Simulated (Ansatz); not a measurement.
# NbSi (model structure, started from the WC type, P-6m2, No. 187, 2 atoms in the cell)

These are r²SCAN (Ansatz, an electronic-structure program, plane waves, PAW) values and carry that method's errors.

Run with plane-wave cutoff 500 eV, 18×18×12 k mesh (along the axes of the cell as run), Fermi–Dirac smearing 0.05 eV, no spin polarisation, scalar-relativistic PAW data made under PBE.

Cell (relaxed at this level):

```yaml
crystal:
  lattice:
    - [3.03594, 0.00000, 0.00000]
    - [-1.51797, 2.62920, 0.00000]
    - [0.00000, 0.00000, 4.02935]
  atoms:
    - { symbol: Nb, position: [0.00000, 0.00000, 0.00000] }
    - { symbol: Si, position: [0.66667, 0.33333, 0.50000] }
```

```yaml
band_gap: none
```

Note: the relaxation could raise the start's symmetry but not lower it, so the cell can be a saddle point.

Spin–orbit coupling is not included.

Static lattice: no zero-point or thermal effects.

A model structure was made by putting elements into a prototype or built by hand; it is no filed structure, need not be a known phase, and can be a saddle point held by its symmetry.
